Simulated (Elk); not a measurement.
## Elk run on MgPd3 (Pm-3m, 4 atoms in the cell): self-consistent single point

Method of the run: PBEsol, all-electron FP-LAPW, Elk's shipped species files, LAPW+lo basis (Elk 10.2.4).

This input was run:

```
tasks
  0

xctype
  22

rgkmax
  8.0

gmaxvr
  14.0

nxoapwlo
  1

rmtscf
  0.96

swidth
  0.00367493

maxscl
  100

scale
  1.889726125

avec
    3.9647630000    0.0000000000    0.0000000000
    0.0000000000    3.9647630000    0.0000000000
    0.0000000000    0.0000000000    3.9647630000

sppath
  './'

atoms
  2
  'Mg.in'
  1
  0.0000000000  0.0000000000  0.0000000000    0.0 0.0 0.0
  'Pd.in'
  3
  0.0000000000  0.5000000000  0.5000000000    0.0 0.0 0.0
  0.5000000000  0.0000000000  0.5000000000    0.0 0.0 0.0
  0.5000000000  0.5000000000  0.0000000000    0.0 0.0 0.0

ngridk
  7 7 7
```

Output (repeated stretches shortened):

```
│ Elk code version 10.2.4 │

All units are atomic (Hartree, Bohr, etc.)

│ Ground-state run starting from atomic densities │

Lattice vectors :
   7.492316221       0.000000000       0.000000000
   0.000000000       7.492316221       0.000000000
   0.000000000       0.000000000       7.492316221

Unit cell volume      :    420.5796902
Brillouin zone volume :   0.5897817209

Muffin-tin inner radius fraction :   0.1000000000E-01

Nuclei treated as point charges

Species :    1 (Mg)
 parameters loaded from : Mg.in
 name : magnesium
 nuclear charge    :   -12.00000000
 electronic charge :    12.00000000
 atomic mass :    44305.30462
 muffin-tin radius :    2.112000000
 number of radial points in muffin-tin :    397
 atomic positions (lattice), magnetic fields (Cartesian) :
   1 :   0.00000000  0.00000000  0.00000000    0.00000000  0.00000000  0.00000000

Species :    2 (Pd)
 parameters loaded from : Pd.in
 name : palladium
 nuclear charge    :   -46.00000000
 electronic charge :    46.00000000
 atomic mass :    193991.7925
 muffin-tin radius :    2.496000000
 number of radial points in muffin-tin :    497
 atomic positions (lattice), magnetic fields (Cartesian) :
   1 :   0.00000000  0.50000000  0.50000000    0.00000000  0.00000000  0.00000000
   2 :   0.50000000  0.00000000  0.50000000    0.00000000  0.00000000  0.00000000
   3 :   0.50000000  0.50000000  0.00000000    0.00000000  0.00000000  0.00000000

Total number of atoms per unit cell :    4

Spin treatment :
 spin-unpolarised

Number of Bravais lattice symmetries :   48
Number of crystal symmetries         :   48
Crystal has inversion symmetry
Real symmetric eigensolver will be used

k-point grid :      7     7     7
k-point offset :    0.000000000       0.000000000       0.000000000
k-point set is reduced with full crystal symmetry group
Total number of k-points :       20

Muffin-tin radius times maximum |G+k| :    8.000000000
 using average radius
Maximum |G+k| for APW functions       :    3.333333333
Maximum (1/2)|G+k|²                   :    5.555555556
Maximum |G| for potential and density :    14.00000000
 potential will be trimmed for |G| > 2 gkmax
Constant for pseudocharge density :    9
Radial integration step length :    4

G-vector grid sizes :     35    35    35
Number of G-vectors :    19549

Maximum angular momentum used for
 APW functions                      :    8
 outer part of muffin-tin           :    6
 inner part of muffin-tin           :    1

Total nuclear charge    :   -150.0000000
Total core charge       :    86.00000000
Total valence charge    :    64.00000000
Total excess charge     :    0.000000000
Total electronic charge :    150.0000000

Effective Wigner radius, rₛ :   0.8747611284

Number of empty states         :   16
Total number of valence states :   48
Total number of core states    :   86

Total number of local-orbitals :   62

Exchange-correlation functional :     22     0     0
 PBEsol, Phys. Rev. Lett. 100, 136406 (2008)
 gradient requirement :    1
 generalised gradient approximation (GGA)

Smearing type :    3
 Fermi-Dirac
Smearing width :   0.3674930000E-02
Effective electronic temperature (K) :    1160.451112

Mixing type :    3
 Broyden mixing, J. Phys. A: Math. Gen. 17, L317 (1984)

Kohn-Sham potential initialised from atomic data

│ Self-consistent loop started │
│ Loop number : 1 │
 total energy                :     -15281.6654708
│ Loop number : 2 │
 total energy                :     -15284.2335568
RMS change in Kohn-Sham potential (target) :   0.6386705891     (  0.1000000000E-05)
Absolute change in total energy (target)   :    2.568085994     (  0.1000000000E-03)
│ Loop number : 3 │
 total energy                :     -15285.6949509
RMS change in Kohn-Sham potential (target) :   0.6222955764     (  0.1000000000E-05)
Absolute change in total energy (target)   :    2.103415611     (  0.1000000000E-03)
│ Loop number : 4 │
 total energy                :     -15306.6674001
RMS change in Kohn-Sham potential (target) :   0.3551434115     (  0.1000000000E-05)
Absolute change in total energy (target)   :    21.49830307     (  0.1000000000E-03)
│ Loop number : 5 │
 total energy                :     -15324.3002960
RMS change in Kohn-Sham potential (target) :   0.1317501878     (  0.1000000000E-05)
Absolute change in total energy (target)   :    23.00747164     (  0.1000000000E-03)
│ Loop number : 6 │
 total energy                :     -15330.4637114
RMS change in Kohn-Sham potential (target) :   0.4243087434E-01 (  0.1000000000E-05)
Absolute change in total energy (target)   :    11.91528333     (  0.1000000000E-03)
│ Loop number : 7 │
 total energy                :     -15333.6501729
RMS change in Kohn-Sham potential (target) :   0.4723726758E-02 (  0.1000000000E-05)
Absolute change in total energy (target)   :    6.165282345     (  0.1000000000E-03)
│ Loop number : 8 │
 total energy                :     -15333.9086357
RMS change in Kohn-Sham potential (target) :   0.2056985906E-02 (  0.1000000000E-05)
Absolute change in total energy (target)   :    1.799783410     (  0.1000000000E-03)
│ Loop number : 9 │
 total energy                :     -15334.0056116
RMS change in Kohn-Sham potential (target) :   0.1931876839E-03 (  0.1000000000E-05)
Absolute change in total energy (target)   :   0.5469217224     (  0.1000000000E-03)
│ Loop number : 10 │
 total energy                :     -15334.0175458
RMS change in Kohn-Sham potential (target) :   0.1123155419E-03 (  0.1000000000E-05)
Absolute change in total energy (target)   :   0.1486646344     (  0.1000000000E-03)
│ Loop number : 11 │
 total energy                :     -15334.0103822
RMS change in Kohn-Sham potential (target) :   0.4504139230E-04 (  0.1000000000E-05)
Absolute change in total energy (target)   :   0.3000257989E-01 (  0.1000000000E-03)
│ Loop number : 12 │
 total energy                :     -15334.0040261
RMS change in Kohn-Sham potential (target) :   0.1555378879E-04 (  0.1000000000E-05)
Absolute change in total energy (target)   :   0.1144479160E-02 (  0.1000000000E-03)
│ Loop number : 13 │
 total energy                :     -15334.0052155
RMS change in Kohn-Sham potential (target) :   0.9752765800E-06 (  0.1000000000E-05)
Absolute change in total energy (target)   :   0.1475535939E-02 (  0.1000000000E-03)
│ Loop number : 14 │
 total energy                :     -15334.0051390
RMS change in Kohn-Sham potential (target) :   0.7067245856E-06 (  0.1000000000E-05)
Absolute change in total energy (target)   :   0.2923609427E-03 (  0.1000000000E-03)
│ Loop number : 15 │
 total energy                :     -15334.0049928
RMS change in Kohn-Sham potential (target) :   0.1459432503E-06 (  0.1000000000E-05)
Absolute change in total energy (target)   :   0.7305591134E-04 (  0.1000000000E-03)
Convergence targets achieved

│ Loop number : 16 │

Energies :
 Fermi                       :     0.270057974227
 sum of eigenvalues          :     -9149.79624339
 electron kinetic            :      16001.1978515
 core electron kinetic       :      15418.2607725
 Coulomb                     :     -30893.8138867
 Coulomb potential           :     -24571.3070761
 nuclear-nuclear             :     -1481.21894860
 electron-nuclear            :     -34253.8828002
 Hartree                     :      4841.28786208
 Madelung                    :     -18608.1603487
 xc potential                :     -579.687018800
 exchange                    :     -432.615764163
 correlation                 :     -8.76863928615
 electron entropic           :    -0.453321108661E-02
 total energy                :     -15334.0049719

Density of states at Fermi energy :    107.6506363
 (states/Hartree/unit cell)

Estimated indirect band gap :   0.4717332670E-03
 from k-point      6 to k-point     17
Estimated direct band gap   :   0.1322052224E-01
 at k-point      1

Charges :
 core                        :    86.00000000
 valence                     :    64.00000000
 interstitial                :    4.995012865
 muffin-tins (core leakage)
  species :    1 (Mg)
   atom    1                 :    10.44479181     ( -0.8881784197E-15)
  species :    2 (Pd)
   atom    1                 :    44.85339844     (  0.1041445685E-07)
   atom    2                 :    44.85339844     (  0.1041445685E-07)
   atom    3                 :    44.85339844     (  0.1041445685E-07)
 total in muffin-tins        :    145.0049871
 total calculated charge     :    150.0211451
 total charge                :    150.0000000
 error                       :   0.2114507739E-01

│ Self-consistent loop stopped │
```

The run converged in 16 iterations. The count includes the last loop, which Elk runs after its targets are met.

The starting cell comes from a database of computed structures (which also holds hypothetical and non-ambient phases and stackings), without a prior relaxation at this level. Its lattice was rescaled by a random factor within 2.5 % of one. Spin polarisation is off. Values depend on the basis (sphere radii, cutoffs, local orbitals), which need not be converged. The log's line on a gap gives a spacing of levels on this mesh, which the program prints for metals too.

Cost on one core of a shared machine: roughly 40 s.
